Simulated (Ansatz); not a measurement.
## Hypothetical CdI2 type SiO2 under a change: O interstitial (started 1.85 Å from the nearest host atom), symmetric start

The parent structure is a 12-atom supercell of SiO2 in the CdI2 type structure (space group P-3m1, No. 164; a = 2.686 Å, c = 4.602 Å; a hypothetical phase, not in the database extracts checked; layered, stacked along the Cartesian z axis) at its relaxed geometry.

It is then changed as follows: a neutral O interstitial (started 1.85 Å from the nearest host atom), symmetric start, atoms relaxed at fixed cell.

Calculations: PBE-D3(BJ) (Ansatz, a program for electronic structure, PAW, scalar-relativistic without spin-orbit coupling), earlier PAW set. Γ-centred 7×7×7 mesh, Fermi–Dirac width 0.01 eV.

```tsv
quantity	base	changed	shift
pressure	0.0 GPa	16.1 GPa	+16.1 GPa
largest displacement of a host atom from its site in the perfect cell	–	0.31 Å	–
final site of the added atom	–	1 Si at 1.84 Å	–
```

Other magnetic orders, which the real material may have, were not ruled out. In so small a cell the defect repeats every few ångströms: this is an ordered compound, not a dilute defect. The defect started on the symmetric site and kept its symmetry, so it may sit on a saddle. The defect cell is spin-polarised and ends with 2.0 μB.
